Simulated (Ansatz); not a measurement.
Base system: TiAl (space group P4/mmm, No. 123; a = 2.824 Å, c = 4.071 Å).

All numbers come from plane-wave PAW DFT at the PBE level (Ansatz, a quantum-chemistry and plane-wave program, 420 eV), scalar-relativistic without spin-orbit coupling, earlier PAW set.

```csv
level,lattice parameter a
PBE,2.824 Å
```

Measured: lattice parameter a 2.8263 Å (temperature not stated; as listed in Rajendra R. Zope, Y. Mishin, Phys. Rev. B (2003)).

Computed minus measured — lattice parameter a: PBE -0.1 %. Measured values not marked as corrected hold thermal and zero-point effects that the static-lattice runs lack.

Whether these cells are dynamically stable was not tested. All final runs are without spin polarisation.
